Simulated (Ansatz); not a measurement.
```
Ge2Si
1.0
    3.86904     0.00000     0.00000
    0.00000     5.46735     0.00000
    0.00000     0.00000    12.21914
Si Ge
4 8
Direct
  0.00000   0.00314   0.00088
  0.50000   0.24686   0.00088
  0.50000   0.50314   0.15634
  0.00000   0.74686   0.15634
  0.00000   0.99165   0.32058
  0.50000   0.25835   0.32058
  0.50000   0.49251   0.49278
  0.00000   0.75749   0.49278
  0.00000   0.99251   0.66444
  0.50000   0.25749   0.66444
  0.50000   0.49165   0.83664
  0.00000   0.75835   0.83664
```

These are PBE (plane waves to 420 eV, PAW; Ansatz, a program for electronic structure) values and carry that method's errors. Scalar-relativistic, without spin–orbit coupling; PBE gaps are too small against experiment. Its k-point mesh 8×6×3, Fermi–Dirac width 0.01 eV.

Question: This cell holds two materials in layers. Name them, and give its gap.

Answer: A (110) superlattice of 2 layers of Si and 4 of Ge (both in the zinc blende type), in-plane lattice that of Si; the cell holds Si4Ge8.
The strain of bulk Ge held on this lattice, in plane and along the normal is -5.03 and -5.10 %, then +3.07 %. The PBE gap of the superlattice over the mesh and listed points off it is closed, bands overlapping by 0.1 eV.
